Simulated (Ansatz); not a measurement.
Functionals compared on a constructed model of the (0001) surface of hcp Hf, a pseudomorphic layer of Nb in the host's stacking (bottom of the slab: a bare face, its two planes held), in Ansatz (plane waves, PAW). The structure was relaxed with PBE; the other rows are single points on it. Cutoff 420 eV (500 eV for r2SCAN).

Slab: 7 atoms, 15.7 Å thick at the start; k 13x13x1, smearing 0.1 eV, dipole-corrected; 2 atoms held, the rest relaxed; start symmetry kept, larger cells not searched; no spin, no spin-orbit, no U. It is one candidate, not shown to be the stable structure of the face. These notes are the PBE run's.

| functional | work function of the top face (eV) | rough cost of the single point |
|---|---|---|
| PBE | 4.34 | – |
| RPBE | ___ | about 60 core-seconds (a rough figure) |
| r2SCAN | 4.41 | very roughly 2.1 core-minutes |

Problem. What belongs in the gaps?

Solution. 
- RPBE, work function of the top face (eV): 4.22

Ansatz is a program for electronic structure.
